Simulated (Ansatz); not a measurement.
For Sc2Al (P6₃/mmc, No. 194; structure not from a measured cell), PBEsol in Ansatz (plane waves, PAW) gives:

| Item | Result |
|---|---|
| equilibrium lattice constant a | 4.849 Å |
| c axis length | 6.095 Å |

Question: What does r²SCAN in Ansatz (PAW) give for the same quantities?

Answer: 
- lattice constant a: 4.887 Å (goes up by 0.8 %)
- lattice parameter c: 6.171 Å (rises by 1.2 %)

Changes are worked out from the printed values.

Unless a cell is named, each level is at its own relaxed cell (PBEsol 20.69, r²SCAN 21.27 Å³/atom).

Caveats: the relaxation could not lower the start's symmetry, so the cell can be a saddle point above a distorted one (PBEsol, r²SCAN). Ansatz's density-functional and Hartree–Fock values are scalar-relativistic unless marked +SOC, with PAW data made under PBE.

Ansatz is a first-principles code.
